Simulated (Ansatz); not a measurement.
Levels about the gap of amorphous silicon oxynitride (Si₄₅O₁₈N₄₈) (111 atoms in a cell of 1367 Å³, 2.70 g/cm³; zone centre alone, so wide bands show as single levels with stretches between that a denser mesh fills), at the geometry that PBE relaxed, where it gives 0.0 GPa on a denser mesh. The participation number counts the atoms over which a state spreads; weights are charges in smoothed Voronoi cells. The levels come from a single point, so bond lengths are those of that geometry. Method of the levels: PBE, scalar-relativistic without spin-orbit coupling (Ansatz, an electronic-structure program). Sampling: the zone centre alone; Fermi-Dirac width 0.02 eV; no spin polarisation. At PBE the levels at both edges of the gap are localised (band-tail or defect states), and the nearest spread-out levels lie 3.6 eV apart at the zone centre.

A CHGNet melt-quench gave the starting glass, which DFT then relaxed. O and N atoms were pushed apart under 1.9 Å during the dynamics, to hinder bonds among them. The hot cell started wider than the set density and was brought back towards it in steps. It is the lowest in DFT energy of 2 quenches. It is a model cell: composition and starting density were chosen by hand, and all elements were melted together. No dispersion term was used. Its density started from a set value of 2.60 and ended at 2.70 g/cm³. Cooling (nominally 130 K/ps over its main leg) ran many orders faster than in experiment, which tends to leave more defects and strain. One small periodic cell is one sample of the glass; other quenches scatter about these values. The volume was free in the relaxation, at fixed shape. Stress components on the final sampling reach 2.3 GPa.

```csv
"E - E(highest filled), eV",filling,participation number,largest on,weight N,weight Si,weight O
-1.37,filled,13.0,"N, 3 neighbours",0.78,0.14,0.08
-1.33,filled,12.1,"N, 2 neighbours",0.82,0.12,0.07
-1.20,filled,9.0,"N, 2 neighbours",0.83,0.13,0.05
-1.13,filled,8.4,"N, 2 neighbours",0.83,0.12,0.05
-0.98,filled,6.5,"N, 2 neighbours",0.78,0.17,0.04
-0.14,filled,5.4,"N, 3 neighbours",0.77,0.20,0.02
0.00,filled,5.2,"Si, 3 neighbours",0.45,0.51,0.04
0.93,empty,5.2,"Si, 3 neighbours",0.41,0.56,0.03
1.19,empty,6.8,"Si, 3 neighbours",0.40,0.58,0.02
1.73,empty,19.5,"Si, 3 neighbours",0.42,0.52,0.06
1.83,empty,5.9,"Si, 3 neighbours",0.38,0.58,0.04
2.06,empty,19.1,"Si, 4 neighbours",0.40,0.55,0.05
2.42,empty,28.2,"Si, 4 neighbours",0.39,0.55,0.05
2.52,empty,40.4,"Si, 4 neighbours",0.40,0.55,0.05
```

Most localised among these is the filled level at +0.00 eV, on a Si atom, which has 3 neighbours (N 1.82 Å, N 1.87 Å, N 1.96 Å).
